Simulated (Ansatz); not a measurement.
Ansatz (a quantum-chemistry and plane-wave program), DFT, PBE, plane waves, its default PAW files: fcc Cu, atoms displaced (Cu32), 32 atoms. Basis and mesh were picked for this test and aren't claimed converged.

Ansatz 0.2 input:
```yaml
crystal:
  lattice:
    - [7.23, 0.0, 0.0]
    - [0.0, 7.23, 0.0]
    - [0.0, 0.0, 7.23]
  atoms:
    - { symbol: Cu, position: [0.005237, 0.995477, 0.991163] }
    - { symbol: Cu, position: [0.001457, 0.250266, 0.243282] }
    - { symbol: Cu, position: [0.250319, 0.999349, 0.249833] }
    - { symbol: Cu, position: [0.251435, 0.255471, 0.999714] }
    - { symbol: Cu, position: [0.995595, 0.005525, 0.497196] }
    - { symbol: Cu, position: [0.994205, 0.247658, 0.751582] }
    - { symbol: Cu, position: [0.24843, 0.006953, 0.747666] }
    - { symbol: Cu, position: [0.244802, 0.248602, 0.509118] }
    - { symbol: Cu, position: [0.997198, 0.503709, 0.003258] }
    - { symbol: Cu, position: [0.00311, 0.749704, 0.249543] }
    - { symbol: Cu, position: [0.25313, 0.492407, 0.253692] }
    - { symbol: Cu, position: [0.250733, 0.747652, 0.006161] }
    - { symbol: Cu, position: [0.9994, 0.496734, 0.503702] }
    - { symbol: Cu, position: [0.995448, 0.746856, 0.745309] }
    - { symbol: Cu, position: [0.254, 0.496793, 0.747723] }
    - { symbol: Cu, position: [0.249517, 0.748136, 0.503049] }
    - { symbol: Cu, position: [0.495356, 0.001345, 0.991397] }
    - { symbol: Cu, position: [0.505279, 0.251962, 0.247173] }
    - { symbol: Cu, position: [0.743935, 0.991137, 0.249731] }
    - { symbol: Cu, position: [0.749844, 0.248589, 0.000244] }
    - { symbol: Cu, position: [0.499127, 0.002898, 0.504818] }
    - { symbol: Cu, position: [0.496612, 0.242142, 0.748074] }
    - { symbol: Cu, position: [0.752562, 0.000087, 0.749326] }
    - { symbol: Cu, position: [0.750741, 0.257773, 0.494199] }
    - { symbol: Cu, position: [0.502857, 0.497302, 0.004198] }
    - { symbol: Cu, position: [0.505098, 0.752797, 0.253838] }
    - { symbol: Cu, position: [0.748729, 0.502147, 0.252389] }
    - { symbol: Cu, position: [0.738031, 0.752953, 0.998692] }
    - { symbol: Cu, position: [0.505731, 0.499838, 0.494501] }
    - { symbol: Cu, position: [0.494453, 0.74785, 0.755288] }
    - { symbol: Cu, position: [0.743437, 0.497826, 0.753012] }
    - { symbol: Cu, position: [0.756729, 0.743049, 0.50085] }
kpoints:
  mp_grid: { grid: [3, 3, 3] }
hamiltonian:
  xc: pbe
  pseudopotentials: { kind: paw }
scf:
  occupations: { method: fermi_dirac, width: 0.1 }
  initial_density: { chi_scale: 0.1 }
output:
  forces: true
```

```bash
OMP_NUM_THREADS=32 ANSATZ_TIMINGS=1 ansatz run --backend cpu --threads 32 --max-ram 200GiB --events-out run.ndjson --runs-dir run.runs --progress --plain run.yaml
```

The program reports k-points after symmetry: 14, bands at the start: 336, electrons: 608, plane waves at Γ: 7249, cutoff (eV): 420, FFT grid: 50×50×50, symmetry operations: 1.

Machine: one whole node, AMD EPYC (Zen 5), 96 cores on 1 socket, no SMT, 12 L3 cache groups.

On 32 threads this takes 5.4 s. Wall times, medians of two to five repeats, each run alone on the node (launch to exit). Unless noted, each process is bound to its own block of adjacent cores. Build: release build for x86-64 with AVX-512, one process with threads. Other compilers and libraries give other times. Scratch files lie in a memory file system.

Task: What should be changed to get the same answer (within 1.0 meV/atom in energy, 10 meV/Å in forces (largest component)) sooner? Keep to 32 cores.

Result: This is not unique; one that fits is going from scf.initial_density.chi_scale = 0.1 to scf.initial_density.chi_scale = not set, the fastest of the measured ones that keep the result.

```diff
-  initial_density: { chi_scale: 0.1 }
```

Time: 5.4 s to 4.1 s (1.3× as fast). The largest move is in band solves (diag): 4.6 s to 3.4 s. The band solves carry the change: the iterations make 94340 against 67017 applications of H to a band, at 0.049 against 0.051 ms of diag time each. SCF iterations go from 10 to 6; applications of H to a band go from 94910 to 67587. These two results differ by: energy under 0.001 meV/atom, forces (largest component) 0.029 meV/Å. Others tried: scf.initial_density.chi_scale = 0, scf.initial_density.normalization = cell (5.4 s); scf.initial_density.chi_scale = not set, kpoints.initial_grid = auto (5.7 s).
